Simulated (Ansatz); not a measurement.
Take SiC in the zinc blende structure (space group F-43m, No. 216; a = 4.3563 Å) as the base. Axes: x, y, z lie along the cube axes.

The values are results of r2SCAN (Ansatz, a quantum-chemistry and plane-wave program, PAW, scalar-relativistic without spin-orbit coupling), not measurements.

Strains are applied to the cell and any free atomic positions relax; under biaxial strain the out-of-plane vector relaxes too.

One change was made to it. Results:

The energy rises by 0.8 meV/atom; the shortest interatomic distance shrinks by 0.004 Å (1.886 Å → 1.882 Å).

Question: Name the change that was made.
(A) biaxial strain −0.50 %, plane normal [001], relaxed out of plane
(B) biaxial strain −3.00 %, plane normal [001], relaxed out of plane
(C) biaxial strain −1.50 %, plane normal [001], relaxed out of plane
(D) biaxial strain −1.00 %, plane normal [001], relaxed out of plane

Answer: A, biaxial strain −0.50 %, plane normal [001], relaxed out of plane. For comparison, the energy relative to the base in the other runs: biaxial strain −1.50 %, plane normal [001], relaxed out of plane gives +6.9 meV/atom; biaxial strain −3.00 %, plane normal [001], relaxed out of plane gives +28 meV/atom; biaxial strain −1.00 %, plane normal [001], relaxed out of plane gives +3.0 meV/atom.

No phonon test of stability was made.
